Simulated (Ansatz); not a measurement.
Worked example: relaxation of the atoms of SrZn₂Sb₂ (P3m1, 5 atoms in the cell) in Ansatz (an electronic-structure program).

Level of theory: LDA (PW92), default PAW files made with PBE (plane waves; Ansatz).

The change in words: one atom moved by 0.15 angstrom; relax: default → atoms; relax.f_tol: default → 0.2 eV/Å. Reference geometry:
```xyz
5
Lattice="4.4993 0.0000 0.0000 -2.2497 3.8965 0.0000 0.0000 0.0000 7.7167" Properties=species:S:1:pos:R:3 pbc="T T T"
Sr     0.0000     0.0000     0.0000
Zn     2.2497     1.2988     2.8255
Zn     0.0000     2.5977     4.8912
Sb     0.0000     2.5977     2.0992
Sb     2.2497     1.2988     5.6175
```

Reference input (self-consistent single point, DFT, LDA (PW92), plane waves, default PAW files made with PBE): basis.ecutwfc = 30.9 Ry; kpoints.mp_grid.grid = 8 8 4; hamiltonian.xc = lda; hamiltonian.pseudopotentials = {kind: paw} (the program's default PAW files); scf.occupations.method = fermi_dirac; scf.occupations.width = 0.0073 Ry. This run's input differs from it in these lines:

```diff
@@ -6,3 +6,3 @@
   atoms:
-    - { symbol: Sr, position: [0.000000, 0.000000, 0.000000] }
+    - { symbol: Sr, position: [0.000000, 0.000000, 0.019438] }
     - { symbol: Zn, position: [0.666667, 0.333333, 0.366150] }
@@ -24,2 +24,4 @@
     width: 0.0073 Ry
+relax:
+  f_tol: 0.2
 output:
```

The program printed (abridged):

```
   [... SCF lines of the steps left out ...]
relax step   1: F+E_penalty+E_count = -22610.78413196 eV  Δ(F+E_penalty+E_count) = +0.000e0 eV  max|allowed force component| = 5.574e-1 eV/Å  Δτ_max = 0.0000 Å  (7 SCF iters, dr2 threshold 1.00e-4 eV, accepted)
relax step   2: F+E_penalty+E_count = -22610.82432192 eV  Δ(F+E_penalty+E_count) = -4.019e-2 eV  max|allowed force component| = 1.347e-1 eV/Å  Δτ_max = 0.1230 Å  (7 SCF iters, accepted)
the relaxation is at rest under the 6 symmetry operations that the run kept from its start: a minimum is not shown …
Free energy (F): -22610.824322 eV
Internal energy: -22610.814058 eV  (E = F + TS)
E sigma→0 (E₀):  -22610.819190 eV
Entropy (-TS):   -0.010264 eV (-2.053 meV/atom)
Fermi energy:    8.441062 eV
--- Forces (eV/Å), atoms counted from 1 ---
  atom   1  Sr    -0.00000000    -0.00000000     0.02608105
  atom   2  Zn    -0.00000000    -0.00000000    -0.08925874
  atom   3  Zn     0.00000000     0.00000000    -0.05709445
  atom   4  Sb     0.00000000     0.00000000    -0.01448328
  atom   5  Sb    -0.00000000    -0.00000000     0.13470862
--- Stress (GPa, compression-positive) ---
   [... lines left out ...]
    - { symbol: Zn, position: [0.6666666666666665, 0.33333333333333337, 0.37050163107974315] }
    - { symbol: Zn, position: [0.3333333333333332, 0.6666666666666666, 0.6408132807583146] }
    - { symbol: Sb, position: [0.3333333333333332, 0.6666666666666666, 0.27739976282939] }
    - { symbol: Sb, position: [0.6666666666666665, 0.33333333333333337, 0.727224953829828] }
```

The run converged. 

Summary of the result:
```
Quantity                                                  Value
-----------------------------------------------  --------------
Free energy E − TS (on the zero of these files)  -22610.8243 eV
Fermi level (on the code's own zero)                    8.44 eV
Pressure                                              -2.76 GPa
Largest force (vector length)                        0.135 eV/Å
Relaxation steps                                              2
```

The starting cell comes from a database of computed structures (which also holds hypothetical and non-ambient phases and stackings), without a prior relaxation at this level. Its lattice was rescaled by up to half a per cent. For this run, on top of that: one atom moved by 0.15 angstrom. The relaxation keeps the symmetry of its start, so its end need not be a minimum. Ansatz's pressure includes its estimate of the finite-basis (Pulay) stress. The run gives no clean gap (levels at the Fermi energy touch, overlap or are partly filled at this smearing), which alone does not show that the compound is a metal.

Cost on one core of a shared machine: roughly 50 s.

Keys are those of Ansatz 0.2.
